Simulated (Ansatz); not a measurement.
The parent structure is HgTe in the zinc blende structure (space group F-43m, No. 216).

```
CELL_PARAMETERS angstrom
      0.00000     3.25489     3.25489
      3.25489     0.00000     3.25489
      3.25489     3.25489     0.00000
ATOMIC_POSITIONS crystal
  Hg 0.00000 0.00000 0.00000
  Te 0.25000 0.25000 0.25000
```

The values are results of PBEsol (Ansatz, a first-principles code; PAW; 420 eV plane waves; scalar-relativistic without spin-orbit coupling), not measurements.

Base values:

```
Quantity   Result
--------  -------
Pressure  0.0 GPa
Band gap     zero
```

Perturbation: the cell is scaled by 0.9900 in all directions; the atoms relax in the strained cell.

Problem. Estimate the effect on the pressure, energy relative to the base and band gap.

Solution. The pressure goes from zero to 1.4 GPa; the energy increases by 4.3 meV/atom; the band gap is still zero.

A case with no gap was solved on a k-mesh chosen for an insulator, which is coarse for it. Spin-orbit coupling, missing from the scalar runs, can matter with Hg and Te. Whether these cells are dynamically stable was not tested. All final runs are without spin polarisation. The zero or small gap of HgTe can change with the level of theory.
